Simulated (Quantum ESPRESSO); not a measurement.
Troubleshooting Quantum ESPRESSO: a failed run on Bi (R-3m, 2 atoms in the cell). The aim is a self-consistent single point with DFT, PBE, plane waves, GBRV 1.5 ultrasoft (PBE) pseudopotentials.

Cell that was meant: a = 4.7157 Å, b = 4.7157 Å, c = 4.7157 Å, α = 57.28°, β = 57.28°, γ = 57.28°.

Part of the input:

```fortran
    mixing_beta = 0.3
/
ATOMIC_SPECIES
Bi   208.9804  bi-pbe-v1.uspp.F.UPFx
ATOMIC_POSITIONS crystal
Bi    0.2340000000    0.2340000000    0.2340000000
Bi    0.7660000000    0.7660000000    0.7660000000
```

The program printed (abridged):

```
 %%%%%%%%%%%%%%%%%%%%%%%%%%%%%%%%%%%%%%%%%%%%%%%%%%%%%%%%%%%%%%%%%%%%%%%%%%%%%%
     Error in routine readpp (1):
     file ./bi-pbe-v1.uspp.F.UPFx not found
 %%%%%%%%%%%%%%%%%%%%%%%%%%%%%%%%%%%%%%%%%%%%%%%%%%%%%%%%%%%%%%%%%%%%%%%%%%%%%%

     stopping ...
```

From the messages shown, name the fault and mend the input.

The fault is a potential or basis that cannot be found. The input names a file or set that is not where the program looks, or that does not exist under that name. To fix it, correct the name or place the file. The program stopped before any SCF iteration.

The sound input it was made from differs as follows (other fixes are possible):
```diff
-Bi   208.9804  bi-pbe-v1.uspp.F.UPFx
+Bi   208.9804  bi_pbe_v1.uspp.F.UPF
```

With that input, the run converged in 14 iterations: free energy E − TS -5041.4997 eV; Fermi level (on the code's own zero) 10.05 eV; pressure 2.03 GPa; largest force (vector length) 0.273 eV/Å (DFT, PBE, plane waves, GBRV 1.5 ultrasoft (PBE) pseudopotentials).

On the sound input: the starting cell has typed, rounded lattice constants, without a prior relaxation at this level. Its lattice was rescaled by a random factor within 2.5 % of one.
